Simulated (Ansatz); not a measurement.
Defect: O vacancy in corundum, neutral cell. The step: a nearby O atom hops onto the vacant site; the atom moves 2.52 Å along (-0.60, -0.30, 0.00) of the unit cell; the moving atom starts with neighbours Al at 1.88, Al at 1.89, 2 Al at 1.98 Å and ends with Al at 1.88, Al at 1.89, 2 Al at 1.98 Å. A PBE band in Ansatz (plane-wave PAW, the Γ point alone, 270 host sites, 27 SCF runs with any check of the saddle's order, static, no finite-size correction) gives a forward barrier of 3.55 eV. The saddle point's order was not checked, and it lies on a symmetry element of the cell, where a band can be held. The charge state is imposed; whether it is stable for some Fermi level was not computed. Forms of the defect that were not tried may lie lower.

Single points at the band's start and saddle point can refine it. Rough cost of one point, in units of the band's mean SCF on the same machine:

```json
[
 {"Level": "PBE, a 2×2×2 k-point mesh shifted by half a step along c", "Cost of one point": "about 10"},
 {"Level": "r2SCAN at 500 eV, the Γ point alone", "Cost of one point": "about 3"},
 {"Level": "HSE06, Γ point alone", "Cost of one point": "about 30"}
]
```

**Question.** Which of these move the barrier by more than 0.1 eV, and how far does each move it?

**Answer.** PBE, a 2×2×2 k-point mesh shifted by half a step along c: +0.04 eV; r2SCAN at 500 eV, the Γ point alone: +0.31 eV; HSE06, Γ point alone: +0.38 eV. Each functional is compared with PBE at the same k-points.

Ansatz is an electronic-structure program.
